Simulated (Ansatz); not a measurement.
The parent structure is MgSe in the rock salt structure (space group Fm-3m, No. 225; a = 5.450 Å).

The values are results of PBEsol (Ansatz, a first-principles code; PAW; 420 eV plane waves; spin-orbit coupling left out), not measurements.

Base values:

The band gap comes out as 1.78 eV and the pressure comes out as -0.1 kbar.

One thing is altered: an isotropic linear strain of +5.73 %; the atoms relax in the strained cell.

Question: Predict the new band gap.

Answer: The band gap falls by 0.27 eV, from 1.78 eV to 1.51 eV.

Question: Estimate the effect on the pressure.

Answer: The pressure falls by 76.68 kbar, from -0.1 kbar to -76.7 kbar.

Stability against distortions was not tested.
